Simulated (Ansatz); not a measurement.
CsCl-type ScIr

Calculation: r²SCAN in Ansatz (PAW).

Settings: plane-wave cutoff 560 eV, 18×18×18 k mesh, Fermi–Dirac smearing 0.05 eV, no spin polarisation, scalar-relativistic PAW data made under PBE.

Cell: relaxed at this level.

```yaml
band_gap: zero (no gap)
equilibrium_lattice_constant_a: 3.213 Å
bulk modulus B0: 181 GPa
```

Note: the bulk modulus is −V dP/dV from two relaxed cells at ±2 % in volume.

Spin–orbit coupling is not included.

The computed numbers hold no vibrational or temperature effects.

Ansatz is a quantum-chemistry and plane-wave program.
